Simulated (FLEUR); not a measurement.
FLEUR run on LaGa3Pd2 (P6/mmm, 6 atoms in the cell): self-consistent single point.

Level of theory: LDA (Perdew-Zunger), all-electron FLAPW (FLEUR), scalar-relativistic valence.

```
CELL_PARAMETERS angstrom
      5.44368     0.00000     0.00000
     -2.72184     4.71436     0.00000
      0.00000     0.00000     4.29021
ATOMIC_POSITIONS crystal
  La 0.00000 0.00000 0.00000
  Ga 0.50000 0.00000 0.50000
  Ga 0.50000 0.50000 0.50000
  Ga 0.00000 0.50000 0.50000
  Pd 0.66667 0.33333 0.00000
  Pd 0.33333 0.66667 0.00000
```

Reference input (self-consistent single point, DFT, PBEsol, all-electron FLAPW (FLEUR), scalar-relativistic valence): Kmax = 4.3 1/bohr; GmaxXC = 17.2 1/bohr; xcFunctional = PBEs; jspins = 1; l_soc = F; mode = gauss; fermiSmearingEnergy = 0.00183747 Htr; mesh (inpgen div1-3) = 6 6 7; inpgen gamma flag = true; Gmax = 17.2 1/bohr; numbands = 0; maxIterBroyd = 25. This run's input differs from it in these lines:

```diff
@@ -18,3 +18,3 @@
 &comp jspins=1 /
-&exco xctyp='PBEs' /
+&exco xctyp='pz' /
 &kpt div1=6 div2=6 div3=7 gamma=t /
@@ -31,3 +31,3 @@
       <coreElectrons ctail="T" frcor="F" kcrel="0" coretail_lmax="0"/>
-      <xcFunctional name="PBEs" relativisticCorrections="F"/>
+      <xcFunctional name="pz" relativisticCorrections="F"/>
       <magnetism jspins="1"/>
```

Log, with long lists cut:

```
 Iteration:     1   Distance:       9.41540176 me/bohr^3
 Iteration:     2   Distance:       7.70665262 me/bohr^3
 Iteration:     3   Distance:       3.62785269 me/bohr^3
 Iteration:     4   Distance:       2.65331970 me/bohr^3
 Iteration:     5   Distance:       2.39204522 me/bohr^3
   [... 9 lines left out ...]
 Iteration:    15   Distance:       0.00023206 me/bohr^3
 Iteration:    16   Distance:       0.00004149 me/bohr^3
 Iteration:    17   Distance:       0.00002002 me/bohr^3
 Iteration:    18   Distance:       0.00000752 me/bohr^3
 Run finished successfully
 Stop message:
   Structural relaxation: Done

[file out, last iteration]
             iter=     19
[...]
          total density-effective poten   -4.0129744256E+04
          total charge density-energy d   -6.9521649188E+02
 Updated energy parameters for spin:           1
[...]
 fermi energy and band-weighting factors:
   [... 5 lines left out ...]

[...]
FERMIE:
          first approx. to ef    (T=0)  :   0.385651 htr   (energy of the highest occ. eigenvalue)
          number of occ. states  (T=0)  :       1150
          first approx. to seigv (T=0)  : -17.187346 htr
          sum of weights of occ. states :  41.011905
          sum of semicore charge        :   0.000000 e
          fermi energy=   0.38439 har   work function= -10.45975 ev
          number of valence electrons=  82.00000
   [... lines left out ...]
          total moment                 =     0.00000
 Direct bandgap for spin            1 :    6.5607964133386210E-003  Htr
 ---->    free energy=                    -24400.1070120649 htr
   [... lines left out ...]
 TOTAL FORCE FOR ATOM TYPE=  1  X=  0.000   Y=  0.000   Z=  0.000
                       FX_TOT= 0.000000 FY_TOT= 0.000000 FZ_TOT= 0.000000
 TOTAL FORCE FOR ATOM TYPE=  2  X=  5.144   Y=  0.000   Z=  4.054
                       FX_TOT= 0.000000 FY_TOT= 0.000000 FZ_TOT= 0.000000
 TOTAL FORCE FOR ATOM TYPE=  3  X= -5.144   Y=  2.970   Z=  0.000
                       FX_TOT= 0.000000 FY_TOT= 0.000000 FZ_TOT= 0.000000
 Structural relaxation: Done
```

The run converged in 18 iterations. FLEUR gives forces in its relaxation mode, with a further iteration, so its stop message speaks of a relaxation. 

The starting cell comes from a database of computed structures (which also holds hypothetical and non-ambient phases and stackings), without a prior relaxation at this level. Spin polarisation is off. Values depend on the basis (sphere radii, cutoffs, local orbitals), which need not be converged. The log's line on a gap gives a spacing of levels on this mesh, which the program prints for metals too.

Cost on one core of a shared machine: roughly 6 min.
